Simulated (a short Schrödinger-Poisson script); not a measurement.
From a short Schrödinger-Poisson script (our own, NumPy): one-band effective-mass equation with BenDaniel-Duke matching, electrons, heavy and light holes apart, hard walls at the outer ends, one valence edge for both holes (no strain splitting), no charge, excitons, band mixing or non-parabolicity; under a field the levels are quasi-bound states of a box, listed while three quarters of their weight lies within 4 nm of the wells.

Structure: single In0.1Ga0.9N/GaN quantum well.

From the first side: 12 nm GaN; 3 nm In0.1Ga0.9N, built-in field 1500 kV/cm; 12 nm GaN.

The device is made up for the run: typed textbook-type constants, with dimensions and the other settings drawn at random. In0.1Ga0.9N: direct gap (eV) 3.034, conduction-band edge (eV) 0, electron mass (mₑ) 0.187, heavy-hole mass 1.7, light-hole mass 0.3. GaN: direct gap (eV) 3.43, conduction-band edge (eV) 0.277, electron mass (mₑ) 0.2, heavy-hole mass 1.9, light-hole mass 0.33.

The valence-band edge of each layer lies one gap below its conduction-band edge. The electron's potential energy rises along the stack by the applied field and, inside the well alone, by the built-in field (unscreened; none in the barriers). Mesh 0.03 nm at interfaces.

### Question
Give the squared e1-hh1 overlap at zero applied field; the e1-hh1 transition at zero applied field (eV).

### Answer
squared e1-hh1 overlap at zero applied field: 0.05; e1-hh1 transition at zero applied field (eV): 2.924. Excitons, screening of the built-in field, fields in the barriers and alloy fluctuations are left out, and strain enters only through the typed gaps and offsets, so measured lines lie elsewhere.
